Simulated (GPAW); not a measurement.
GPAW run on SrAg5 (P6/mmm, 6 atoms in the cell): self-consistent single point.

Method: LDA (Perdew-Wang 92), GPAW PAW datasets LDA (gpaw-data 1.0.1) (plane waves; GPAW).

```
CELL_PARAMETERS angstrom
      5.71045     0.00000     0.00000
     -2.85522     4.94540     0.00000
      0.00000     0.00000     4.60490
ATOMIC_POSITIONS crystal
  Sr 0.00000 0.00000 0.00000
  Ag 0.66667 0.33333 0.00000
  Ag 0.33333 0.66667 0.00000
  Ag 0.50000 0.00000 0.50000
  Ag 0.50000 0.50000 0.50000
  Ag 0.00000 0.50000 0.50000
```

Reference input (self-consistent single point, DFT PBEsol, plane waves, GPAW PAW datasets PBEsol (made by gpaw-setup)): mode = pw; ecut = 550 eV; xc = PBEsol; kpts = 5 5 5; mesh shift (steps) = 0 0 0; occupations.name = fermi-dirac; occupations.width = 0.05 eV; nbands = -14; convergence.density = 1e-05 e/electron; convergence.energy = 1e-05 eV/electron; symmetry.symmorphic = false; symmetry.tolerance = 0.0005. This run's input differs from it in these lines:

```diff
@@ -17,3 +17,3 @@
 calc = GPAW(mode=PW(550),
-            xc='PBEsol',
+            xc='LDA',
             kpts=(5, 5, 5),
```

Its files differ too (potentials: GPAW PAW datasets LDA (gpaw-data 1.0.1)).

Output, abridged:

```
     iter     time        total  log10-change:
                         energy   eigst   dens
iter:   1 --:--:--   -24.407347
iter:   2 --:--:--   -23.943785   -1.84  -1.47
iter:   3 --:--:--   -22.780572   -1.45  -1.51
iter:   4 --:--:--   -22.679594   -3.71  -1.98
iter:   5 --:--:--   -22.559094   -2.42  -2.02
iter:   6 --:--:--   -22.574280   -2.67  -2.31
iter:   7 --:--:--   -22.550942   -4.10  -2.34
iter:   8 --:--:--   -22.509582   -3.25  -2.43
iter:   9 --:--:--   -22.509681   -4.77  -3.47
iter:  10 --:--:--   -22.509499c  -4.72  -3.48
iter:  11 --:--:--   -22.509060c  -5.00  -3.28
iter:  12 --:--:--   -22.509042c  -6.26  -3.73
iter:  13 --:--:--   -22.509003c  -6.02  -3.84
iter:  14 --:--:--   -22.508919c  -6.33  -3.89
iter:  15 --:--:--   -22.508906c  -7.08  -4.15
iter:  16 --:--:--   -22.508899c  -8.04c -4.27
iter:  17 --:--:--   -22.508909c  -7.30  -4.37
iter:  18 --:--:--   -22.508905c  -8.62c -4.58
iter:  19 --:--:--   -22.508884c  -6.90  -4.64
iter:  20 --:--:--   -22.508884c  -8.56c -4.74
iter:  21 --:--:--   -22.508888c  -8.43c -4.78
iter:  22 --:--:--   -22.508886c  -8.80c -5.21c
Converged after 22 iterations.

Dipole moment: (0.000000, -0.000000, -0.000000) |e|*Ang

Energy contributions relative to reference atoms: (reference = -808719.396331)

Kinetic:        -28.375712
Potential:      +21.451660
External:        +0.000000
XC:             -16.126458
Entropy (-ST):   -0.031898
Local:           +0.557573
SIC:             +0.000000
--------------------------
Free energy:    -22.524835
Extrapolated:   -22.508886

Showing only first 2 kpts
 Kpt  Band  Eigenvalues  Occupancy
  0    45      6.18922    1.99959
  0    46      7.07911    0.00018
  0    47      7.07913    0.00018
  0    48      7.30563    0.00000

  1    45      5.43158    2.00000
  1    46      6.34151    1.99138
  1    47      7.03168    0.00047
  1    48      7.03171    0.00047

Fermi level: 6.61360

No gap
   [... lines left out ...]
  0 Sr   -0.00000    0.00000    0.00000
  1 Ag    0.00000    0.00000    0.00000
  2 Ag    0.00000    0.00000    0.00000
  3 Ag   -0.00000   -0.00000    0.00000
  4 Ag    0.00000    0.00000    0.00000
  5 Ag    0.00000    0.00000    0.00000

Stress tensor:
     0.038228     0.000000     0.000000
     0.000000     0.038228     0.000000
     0.000000     0.000000     0.031959
Stress (GPa, Voigt): [6.1249 6.1249 5.1203 0.     0.     0.    ]
```

The run converged in 22 iterations. GPAW prints stress with tension positive. Against the reference run the pressure goes from -2.51 to -5.79 GPa.

The starting cell comes from a database of computed structures (which also holds hypothetical and non-ambient phases and stackings), without a prior relaxation at this level. With a pressure of about -6 GPa the cell is away from its equilibrium volume at this level.

Cost on one core of a shared machine: roughly 80 s.
